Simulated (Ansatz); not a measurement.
Consider TiSi2 (space group Cmcm, No. 63; a = 3.5149 Å, b = 13.3480 Å, c = 3.5571 Å).

Structures relaxed with plane-wave PAW DFT at the PBEsol level (Ansatz, a first-principles code, 420 eV), no SOC.

Base:

Simulated powder pattern, Mo Kα, λ = 0.71073 Å (kinematic, ideal powder, no thermal factors, no anomalous dispersion; the 10 strongest lines at most, above 2 %, up to 2θ = 40°):

| 2θ (°) | I/Imax (%) | hkl |
|---|---|---|
| 13.00 | 9.3 | (021) |
| 18.38 | 18 | (060) |
| 18.77 | 100 | (131) |
| 21.72 | 9.6 | (061) |
| 23.05 | 15 | (002) |
| 23.33 | 15 | (200) |
| 29.64 | 8.6 | (062) |
| 33.03 | 10 | (202) |
| 38.08 | 11 | (133) |
| 38.44 | 10 | (331) |

After one change:

Simulated powder pattern, Mo Kα, λ = 0.71073 Å (kinematic, ideal powder, no thermal factors, no anomalous dispersion; the 10 strongest lines at most, above 2 %, up to 2θ = 40°):

```
2θ (°)  I/Imax (%)
------  ----------
14.55          6.9
21.01          100
21.51           20
25.04          4.2
25.48           15
25.71           14
33.59          9.7
33.77          9.6
36.52          8.9
37.42           10
```

Problem. Name the change that was made.
A) pressure 50 GPa
B) pressure 75 GPa
C) pressure 100 GPa
D) pressure 7 GPa

Solution. C, pressure 100 GPa. Its volume per atom is 9.80 Å³ against 13.91 Å³, and its space group is Cmcm (No. 63).

Load acts through the strain it causes; cell and atoms are relaxed under it. Stability against distortions was not tested. No other phases were tried under pressure. All final runs are without spin polarisation.
